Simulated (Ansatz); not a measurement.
**Work function of Li(100) slab by several functionals**

All runs by Ansatz (plane waves, PAW, no spin-orbit coupling): 9 layers on the in-plane lattice of PBE, ions relaxed at each level.

| level | work function (eV) | rough cost against PBE (one kind of shared host) |
|---|---|---|
| LDA | ___ | within a factor of 2 |
| PBE | 3.04 | 1 |
| PBEsol | ___ | within a factor of 2 |
| r2SCAN | 2.99 | about 2 times |

Q: Complete the blanks.

A: 
- LDA, work function (eV): 3.13
- PBEsol, work function (eV): 3.05

Q: Which level lies nearest to measurement, and on which side does PBE miss?

A: Measured (a polycrystalline sample, not this face): 2.93 eV (measured; Richard Tran, Xiang-Guo Li, Joseph H. Montoya et al., Surface Science (2019), arXiv:1902.07811). Misses: LDA +0.20, PBE +0.11, PBEsol +0.12, r2SCAN +0.06 eV. Nearest is r2SCAN, though measured values of one face scatter by 0.1 eV or more.

Ansatz is a program for electronic structure.
